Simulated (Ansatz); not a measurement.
Start from SnS₂ in the rutile structure (space group P4_2/mnm, No. 136; a hypothetical phase, not in the database extracts checked).

```
SnS2
1.0
    6.07061     0.00000     0.00000
    0.00000     6.07061     0.00000
    0.00000     0.00000     3.78746
Sn S
2 4
Cartesian
  0.00000   0.00000   0.00000
  3.03530   3.03530   1.89373
  1.86197   1.86197   0.00000
  4.89727   1.17333   1.89373
  1.17333   4.89727   1.89373
  4.20864   4.20864   0.00000
```

Cartesian axes are those of the cell as printed.

Method: plane-wave PAW DFT at the PBEsol level (Ansatz, a quantum-chemistry and plane-wave program, 420 eV), scalar-relativistic without spin-orbit coupling, earlier PAW set.

One thing is altered: every lattice vector is stretched by 2.80 %, atoms relaxed at fixed cell.

**Question.** Predict the stress tensor and what it implies for the stiffness.

**Answer.** Stress of the strained cell less that of the base (GPa, compression positive):
```
   -3.9     0.0     0.0
    0.0    -3.9     0.0
    0.0     0.0    -5.9
```

Then B = −ΔP/(ΔV/V₀) with ΔV/V₀ = 0.0864 gives secant stiffness values (nonlinear terms included at this strain): B (at held cell shape, above the free-shape value) ≈ 53 GPa.

As a check, the harmonic strain energy −½ V₀ Δσ:ε is 28 meV/atom; the computed energy rise is 31 meV/atom.

A case with no gap was solved on a k-mesh chosen for an insulator, which is coarse for it. No phonon test of stability was made. All final runs are without spin polarisation.
